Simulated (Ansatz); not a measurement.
Checking a run of Ansatz (a quantum-chemistry and plane-wave program) on AuAl2 (Fm-3m, 3 atoms in the cell). The aim is a self-consistent single point with DFT, PBE, plane waves, default PAW files.

Cell that was meant: a = 4.2316 Å, b = 4.2316 Å, c = 4.2316 Å, α = 60.00°, β = 60.00°, γ = 60.00°.

Part of the input:

Ansatz 0.2 input:
```yaml
    - { symbol: Al, position: [0.750000, 0.750000, 0.750000] }
    - { symbol: Au, position: [0.000000, 0.000000, 0.000000] }
kpoints:
  mp_grid: { grid: [1, 1, 1] }
hamiltonian:
  xc: pbe
  pseudopotentials: { kind: paw }
```

Output, abridged:

```
WARN basis.ecutwfc = 420 eV, the default
WARN ansatz: RAYON_NUM_THREADS=1 ignored (pool sized by the plan → 1); use --threads N
   [... lines left out ...]
Bands: 17, of which v1, the nominal top of the filled ones, is band 13 counted from 1 (12 counted from 0)
Symmetry: 48 space group operations
Space group: Fm-3m (ITA 225), of the structure as read, at distance tolerance 3.8e-5 Å
k-points: 1
Initial density: superposition of atomic densities (neutral atoms: chi_scale 0, normalization atom), corrected by the library's trained network
Initial wavefunctions: pseudopotential atomic-orbital guess
Eigensolver: davidson
Functional: x = pbe(κ = 0.804, μ = 0.2195149727645171), c = pbe(β = 0.06672455060314922)
SCF iter   1: F=—  HF=-14205.691670 eV  |F-HF|=—  |Δ(HF+E_count)|=         —  Δρ=4.84e-2  dr2=1.46e0  ethr=1.77e-3  ⟨swp⟩=6.0  Hψ=174  notcnv=0
all-band conjugate gradients solve this SCF's bands
automatic band count: the SCF goes on with 21 bands, as 17 were too few: the levels above may hold too much charge
preconditioner: auto → none
   [... lines left out ...]
SCF iter   5: F=—  HF=-14205.547709 eV  |F-HF|=—  |Δ(HF+E_count)|=   2.19e-4  Δρ=1.45e-4  dr2=1.37e-5  ethr=2.25e-6  ⟨swp⟩=2.0  Hψ=31  notcnv=0
SCF iter   6: F=—  HF=-14205.547608 eV  |F-HF|=—  |Δ(HF+E_count)|=   1.01e-4  Δρ=3.78e-5  dr2=1.39e-6  ethr=5.49e-8  ⟨swp⟩=2.0  Hψ=28  notcnv=0
SCF iter   7: F=—  HF=-14205.547608 eV  |F-HF|=—  |Δ(HF+E_count)|=   1.16e-7  Δρ=1.37e-5  dr2=1.78e-7  ethr=5.57e-9  ⟨swp⟩=1.0  Hψ=21  notcnv=0
SCF iter   8: F=-14205.547608 eV  HF=-14205.547608 eV  |F-HF|=4.07e-9  |Δ(HF+E_count)|=   2.35e-8  Δρ=2.84e-6  dr2=6.91e-9  ethr=4.00e-10  ⟨swp⟩=4.0  Hψ=56  notcnv=0
SCF 1 converged in 8 iterations: F = -14205.547608 eV  dr2 = 6.91e-9
Free energy (F): -14205.547608 eV
Internal energy: -14204.894127 eV  (E = F + TS)
E sigma→0 (E₀):  -14205.220868 eV
Entropy (-TS):   -0.653481 eV (-217.827 meV/atom)
Fermi energy:    14.286444 eV
--- Forces (eV/Å), atoms counted from 1 ---
  atom   1  Al     0.00000000     0.00000000     0.00000000
   [... zero for the other atoms too ...]
--- Stress (GPa, compression-positive) ---
       52.444063      -0.000000      -0.000000
       -0.000000      52.444063      -0.000000
       -0.000000      -0.000000      52.444063
  P = ⅓ Tr σ = 52.4441 GPa (524.441 kbar)
  The stress holds the Pulay correction. Without it, at fixed plane waves, as pw.x and ABINIT print it: P = 52.3996 GPa
```

Task: Can these results be used? Check the input.

Result: The run is not sound. The fault is a single k-point for a small metallic cell. One k-point cannot sample the Fermi surface of a small cell. To fix it, use a converged k-point mesh. The run converged in 8 iterations without an error; against the sound input the free energy goes up by 6.70 eV/atom and the pressure goes from 4.44 to 52.44 GPa.

The sound input it was made from differs as follows (other fixes are possible):
```diff
-  mp_grid: { grid: [1, 1, 1] }
+  mp_grid: { grid: [10, 10, 10] }
```

With that input, the run converged in 6 iterations: free energy E − TS (on the zero of these files) -14225.6348 eV; Fermi level (on the code's own zero) 11.40 eV; pressure 4.44 GPa (DFT, PBE, plane waves, default PAW files).

On the sound input: the starting cell has typed, rounded lattice constants, without a prior relaxation at this level. Its lattice was rescaled by a random factor within 2.5 % of one. Spin-orbit coupling is off. With a pressure of about 4 GPa the cell is away from its equilibrium volume at this level. Ansatz's pressure includes its estimate of the finite-basis (Pulay) stress.
